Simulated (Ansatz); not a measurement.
Take Si in the diamond structure (space group Fd-3m, No. 227; a = 5.444 Å) as the base.

Structures relaxed with r2SCAN (Ansatz, an electronic-structure program; PAW; 500 eV plane waves; without spin-orbit coupling).

Base:

Simulated powder pattern, Cu Kα1, λ = 1.54056 Å (kinematic, ideal powder, no thermal factors, no anomalous dispersion; the 8 strongest lines at most, above 2 %, up to 2θ = 90°):

| 2θ (°) | I/Imax (%) | hkl |
|---|---|---|
| 28.37 | 100 | (111) |
| 47.18 | 67 | (220) |
| 55.97 | 40 | (311) |
| 68.93 | 11 | (400) |
| 76.15 | 16 | (331) |
| 87.76 | 23 | (422) |

The change: Al takes the place of Si on all its sites, then cell and atoms are relaxed.

Problem. How do the reflections move or split?

Solution. 
Simulated powder pattern, Cu Kα1, λ = 1.54056 Å (kinematic, ideal powder, no thermal factors, no anomalous dispersion; the 8 strongest lines at most, above 2 %, up to 2θ = 90°):

```
2θ (°)  d (Å)  I/Imax (%)    hkl
------  -----  ----------  -----
25.58   3.480         100  (111)
42.38   2.131          73  (220)
50.15   1.817          44  (311)
61.48   1.507          12  (400)
67.70   1.383          17  (331)
77.52   1.230          23  (422)
83.22   1.160          13  (511)
```

The indices refer to each structure's own conventional cell; one index is shown for lines that coincide.

Whether these cells are dynamically stable was not tested. As relaxed here, Al is a hypothetical phase, not in the database extracts checked.
